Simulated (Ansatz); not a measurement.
Response to strain in PbS

Base system: PbS in the rock salt structure (space group Fm-3m, No. 225).

```
PbS
1.0
    0.00000     2.95134     2.95134
    2.95134     0.00000     2.95134
    2.95134     2.95134     0.00000
Pb S
1 1
Direct
  0.00000   0.00000   0.00000
  0.50000   0.50000   0.50000
```

Cartesian axes are those of the cell as printed.

Strains are applied to the cell and any free atomic positions relax.

All numbers come from Ansatz (an electronic-structure program) PBEsol, without spin-orbit coupling.

Notes on the quantities. energy relative to the base: free energy F; pressure: mean of the normal stresses, compression positive.

| variant | energy relative to the base | band gap | pressure |
|---|---|---|---|
| base | 0 meV/atom | 0.19 eV | 0.0 GPa |
| tensor shear ε_xy = +2.00 % | ___ | zero | 0.0 GPa |
| tensor shear ε_xy = +1.14 % | +0.8 meV/atom | 0.08 eV | -0.01 GPa |
| tensor shear ε_xy = +0.86 % | +0.5 meV/atom | 0.11 eV | 0.00 GPa |
| tensor shear ε_xy = +1.43 % | +1.3 meV/atom | 0.05 eV | -0.01 GPa |
| tensor shear ε_xy = +0.57 % | +0.2 meV/atom | ___ | 0.00 GPa |
| tensor shear ε_xy = +0.29 % | +0.1 meV/atom | 0.17 eV | 0.00 GPa |
| tensor shear ε_xy = +1.71 % | ___ | zero | 0.0 GPa |

Problem. Some entries are withheld; estimate them.

Solution. 
- tensor shear ε_xy = +2.00 %, energy relative to the base: +2.5 meV/atom
- tensor shear ε_xy = +0.57 %, band gap: 0.14 eV
- tensor shear ε_xy = +1.71 %, energy relative to the base: +1.8 meV/atom

The mesh was chosen for an insulator and is coarse for the gapless case. With Pb present, leaving out spin-orbit coupling can change the band edges. Whether these cells are dynamically stable was not tested. All final runs are without spin polarisation. Gaps under 0.05 eV, about the width of the smearing, are given as zero. The zero or small gap of PbS can change with the level of theory.
